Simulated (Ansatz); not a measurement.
Base system: BaO in the rock salt structure (space group Fm-3m, No. 225; a = 5.574 Å).

Levels (all Ansatz, a program for electronic structure, PAW): PBE (420 eV, no SOC); PBEsol (420 eV, no spin-orbit coupling).

Levels that relaxed their own cell: PBE and PBEsol.

| level | lattice parameter a |
|---|---|
| PBE | 5.574 Å |
| PBEsol | 5.490 Å |

Measured: lattice parameter a 5.54 Å (room temperature; as listed in Juan A. Santana et al., The Journal of Chemical Physics (2016)).

Computed minus measured — lattice parameter a: PBE +0.6 %, PBEsol -0.9 % (closest: PBE). Measured values not marked as corrected hold thermal and zero-point effects that the static-lattice runs lack.

Stability against distortions was not tested.
